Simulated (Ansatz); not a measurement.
For SrWO₄ (I4₁/a, No. 88; structure not from a measured cell), PBEsol in Ansatz (plane waves, PAW) gives:

```
Quantity                                Result
------------------------------  --------------
equilibrium lattice constant a         5.405 Å
lattice parameter c                   11.835 Å
band gap at the PBEsol cell            4.44 eV
enthalpy of formation           -2.713 eV/atom
```

What does r²SCAN in Ansatz (PAW) give for the same quantities?


- lattice constant a: 5.431 Å (grows by 0.5 %)
- lattice parameter c: 11.932 Å (grows by 0.8 %)
- band gap at the PBEsol cell: 4.91 eV (rises by 0.47 eV)
- formation enthalpy: -2.891 eV/atom (moves by -0.178 eV/atom)

Changes are worked out from the printed values.

Unless a cell is named, each level is at its own relaxed cell (PBEsol 14.41, r²SCAN 14.67 Å³/atom).

Levels without +SOC leave out spin–orbit coupling, which shifts energies and cells of such heavy elements.

Levels without +SOC have no spin–orbit coupling; where heavier elements are present it shifts gaps, mostly down, and can invert bands. Density-functional gaps are differences of (generalised) Kohn–Sham levels.

Caveats: the relaxation could not lower the start's symmetry, so the cell can be a saddle point above a distorted one (PBEsol, r²SCAN). Ansatz's density-functional and Hartree–Fock values are scalar-relativistic unless marked +SOC, with PAW data made under PBE.

Ansatz is an electronic-structure program.
